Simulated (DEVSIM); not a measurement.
Structure: illuminated CdTe n-on-p cell, one wavelength, at 400 K.

Layer 1 from the left is CdTe, thickness (μm) 0.940, Nd (cm⁻³) 5.6e17, τn (s) 2e-11, τp (s) 3.4e-10, absorption coefficient (cm⁻¹) 9100. Layer 2 from the left is CdTe, thickness (μm) 2.00, Na (cm⁻³) 5.5e15, τn (s) 1.8e-9, τp (s) 1.8e-9, absorption coefficient (cm⁻¹) 9100.

Left contact: ohmic, minority hole recombination velocity 2e5 cm/s. Right contact: ohmic, minority electron recombination velocity 2e6 cm/s. Voltage is applied to the left contact. Recombination: SRH at mid-gap, radiative, Auger. Light enters at the left, 9.3e17 photons cm⁻² s⁻¹, one pass, no reflection. Mobility is μmin + (μ − μmin)/(1 + (N/Nref)^α).

This is a model device: material constants are rounded textbook-type values typed into the input, and sizes, dopings and lifetimes were drawn at random. Values at 300 K; Nc and Nv go as T^1.5, mobilities as T to minus their exponent, the gap by Varshni's rule with the affinity fixed.

CdTe: gap (eV) 1.5, affinity (eV) 4.28, permittivity 10.2, Nc (cm⁻³) 8e17, Nv (cm⁻³) 1.8e19, μn (cm²/Vs) 1000, μp (cm²/Vs) 80, μn,min 100, μp,min 10, Nref,n 1e17, Nref,p 1e17, αn 0.6, αp 0.6, T exponent of μn 1.7, T exponent of μp 1.5, B (cm³/s) 1e-10, Cn (cm⁶/s) 1e-30, Cp (cm⁶/s) 1e-30, Varshni α (eV/K) 0.00031, Varshni β (K) 108.

DEVSIM, 1D drift-diffusion, Boltzmann statistics, complete ionisation; no tunnelling, impact ionisation, image-force lowering or self-heating.

Dark forward current:

```tsv
|V| (V)	|J| (A/cm²)
0.05	6.471e-7
0.10	1.916e-6
0.15	4.563e-6
0.20	1.021e-5
0.25	2.234e-5
0.30	4.862e-5
0.35	0.0001060
0.40	0.0002326
0.45	0.0005172
0.50	0.001176
0.55	0.002770
0.60	0.006889
0.65	0.01848
0.70	0.05429
0.75	0.1749
0.80	0.6053
0.85	2.146
0.90	7.185
0.95	20.79
1.00	50.78
1.05	107.9
1.10	206.5
1.15	364.4
1.20	602.0
1.25	938.6
1.30	1390
```

Task: Work out the local ideality factor n = ΔV / (kT/q · ln(J2/J1)) between the rows 0.15 and 0.20 V, 0.80 and 0.85 V, 1.25 and 1.30 V.

Result: kT/q = 34.47 mV. From 0.15 to 0.20 V: ln(1.021e-5/4.563e-6) = 0.805, n = 1.80. From 0.80 to 0.85 V: ln(2.146/0.6053) = 1.266, n = 1.15. From 1.25 to 1.30 V: ln(1390/938.6) = 0.393, n = 3.69.

Task: What current could the absorbed light give at most, and what share is collected?

Result: Σ αd = 2.68, so qΦ(1 − exp(−Σ αd)) = 139 mA/cm². The simulated short-circuit current is 51.17 mA/cm², a share of 0.37.

Task: Estimate the open-circuit voltage by superposition: the voltage at which the dark current equals that short-circuit current.

Result: Interpolating ln J in the table gives 0.697 V. The simulation gives 0.694 V; the estimate lies 3 mV above. Superposition holds where collection doesn't change with voltage.

Task: Estimate the fill factor from FF0 = (v − ln(v + 0.72))/(v + 1), v = qVoc/(nkT), with n from the dark curve.

Result: The rows about Voc, 0.65 and 0.70 V, give n = 1.35, so v = 15.0 and FF0 = 0.765. The simulation gives 0.718; the estimate lies 6.5 % above.
